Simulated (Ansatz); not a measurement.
Fluorite PbF2 (high-temperature phase) was calculated with LDA (Ansatz, a quantum-chemistry and plane-wave program, plane waves, PAW).

Numerical settings: plane-wave cutoff 520 eV, 8×8×8 k mesh, scalar-relativistic PAW data made under PBE.

Computed at the level's own relaxed cell.

```xyz
3
Lattice="0.0000 2.9058 2.9058 2.9058 0.0000 2.9058 2.9058 2.9058 0.0000" Properties=species:S:1:pos:R:3 pbc="T T T"
Pb     0.0000     0.0000     0.0000
F      1.4529     1.4529     1.4529
F      4.3588     4.3588     4.3588
```

Problem. Give the elastic tensor (Voigt notation, GPa, ions relaxed, in the Cartesian axes of the cell as printed).

Solution. 
```
  123.6    70.0    70.0     0.0     0.0     0.0
   70.0   123.6    70.0     0.0     0.0     0.0
   70.0    70.0   123.6     0.0     0.0     0.0
    0.0     0.0     0.0    24.4     0.0     0.0
    0.0     0.0     0.0     0.0    24.4     0.0
    0.0     0.0     0.0     0.0     0.0    24.4
```

Measured, for comparison: elastic constant C11 96.1 ± 0.09 GPa, elastic constant C44 20.8 ± 0.01 GPa (room temperature, not corrected to a static lattice; as tabulated in Jamieson, Manghnani, Matsui, Ming, J. Geophys. Res. 91, 4643 (1986)). Computed (rounded) less measured: elastic constant C11 +29 %, elastic constant C44 +17 %.

Spin–orbit coupling is not included; it can shift volumes and moduli of such heavy elements.

Static lattice: no zero-point or thermal effects.
